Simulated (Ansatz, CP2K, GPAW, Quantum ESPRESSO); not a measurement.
# One structure in several programs: YbC2 (P1, 3 atoms in the cell)

Self-consistent single point, at a second geometry (atoms moved at random). First geometry:

```xyz
3
Lattice="-1.9079 1.9079 3.2138 1.9079 -1.9079 3.2138 1.9079 1.9079 -3.2138" Properties=species:S:1:pos:R:3 pbc="T T T"
Yb     0.0000     0.0000     0.0000
C      0.0000     0.0000     3.8442
C      0.0000     0.0000     2.5834
```

Second geometry:
```yaml
crystal:
  lattice:
    - [-1.90793, 1.90793, 3.21379]
    - [1.90793, -1.90793, 3.21379]
    - [1.90793, 1.90793, -3.21379]
  atoms:
    - { symbol: Yb, position: [0.99425, 0.97616, 0.98364] }
    - { symbol: C, position: [0.60160, 0.58620, 0.00184] }
    - { symbol: C, position: [0.40414, 0.43764, 0.01452] }
```

Shared settings, as Ansatz (a first-principles code) writes them: kpoints.mp_grid.grid = 8 8 8; scf.occupations.method = fermi_dirac; scf.occupations.width = 0.01 eV. Potentials and cutoffs stand in the table.

| code | model | ΔF from the first geometry (meV/atom) | pressure (GPa) | largest force (eV/Å) | cutoff |
|---|---|---|---|---|---|
| CP2K | LDA (Pade form), GPW, DZVP-MOLOPT-SR-GTH basis, GTH-PADE potentials (GTH_POTENTIALS) | 203.4 | 1.37 | 11.069 | grid 800 Ry |
| GPAW | LDA (Perdew-Wang 92), GPAW PAW datasets LDA (gpaw-data 1.0.1) | 202.7 | – | 11.125 | 950 eV |
| Ansatz | LDA (PW92), PAW files made with PBE | 200.0 | 2.63 | 10.987 | default |
| Quantum ESPRESSO | LDA (PZ), SSSP 1.1.2 efficiency (PBE) pseudopotentials | 214.1 | 2.59 | 11.496 | 50 Ry |

Size of the force on each atom (eV/Å): Sizes of forces hide their directions.

```json
[
 {"code": "CP2K", "Yb1": "0.324", "C2": "10.931", "C3": "11.069"},
 {"code": "GPAW", "Yb1": "0.357", "C2": "10.954", "C3": "11.125"},
 {"code": "Ansatz", "Yb1": "0.341", "C2": "10.824", "C3": "10.987"},
 {"code": "Quantum ESPRESSO", "Yb1": "0.346", "C2": "11.337", "C3": "11.496"}
]
```

A dash marks a value that a program does not give, or that is left out as unsure.

On Ansatz's run: spin-orbit coupling is off. Spin polarisation is off.

The spread over the programs that give each value: ΔF from the first geometry within 14.1 meV/atom; pressure within 1.26 GPa; largest force within 0.509 eV/Å.

CP2K uses small atom-centred bases, whose incompleteness enters pressures, forces and empty levels differently from a plane-wave cutoff. Ansatz's pressure is given at a fixed set of plane waves, as the other plane-wave codes print theirs; with its correction for the finite basis it is 2.88 GPa (the shift of 0.25 GPa shows how far the cutoff is from converged). The pressure of GPAW is left out: its cutoff lies under the one at which its stress was checked. The same LDA comes in different parametrisations, which differ slightly. In the pressure, CP2K (by 1.24) lies more than 1 GPa from the median of the plane-wave programs.

The starting cell comes from a database of computed structures (which also holds hypothetical and non-ambient phases and stackings), without a prior relaxation at this level. For this run, on top of that: atoms moved at random.

Keys are those of Ansatz 0.2.
